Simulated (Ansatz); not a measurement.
## Effect of pressure 0.3 GPa on GaN

Consider GaN in the zinc blende structure (space group F-43m, No. 216; a = 4.4982 Å).

Now apply this change: cell and atoms relaxed at a pressure of 0.3 GPa.

The values are results of Ansatz (a quantum-chemistry and plane-wave program), r2SCAN, PAW, cutoff 500 eV, no spin-orbit coupling, earlier PAW set, not measurements. k-mesh 13×13×13 (Γ-centred); smearing 0.05 eV (Fermi–Dirac).

```csv
quantity,base,changed,shift
volume per atom,11.38 Å³,11.36 Å³,-0.02 Å³
density,6.11 g/cm³,6.12 g/cm³,+0.01 g/cm³
lattice parameter a,4.498 Å,4.496 Å,-0.002 Å
band gap,2.17 eV,2.18 eV,+0.01 eV
gap character,direct at Γ,direct at Γ,–
width of the top valence band,3.72 eV,3.73 eV,+0.01 eV
electron mass,0.17 mₑ (at Γ),0.17 mₑ (at Γ),–
"hole mass (degenerate bands, along [100])","0.18, 0.86, 0.86 mₑ (at Γ)","0.18, 0.85, 0.85 mₑ (at Γ)",–
```

Load acts through the strain it causes; cell and atoms are relaxed under it. Masses are band curvatures over ±0.01 Å⁻¹ around the edge. No phonon test of stability was made. This is not the structure that GaN has at room temperature and ambient pressure.
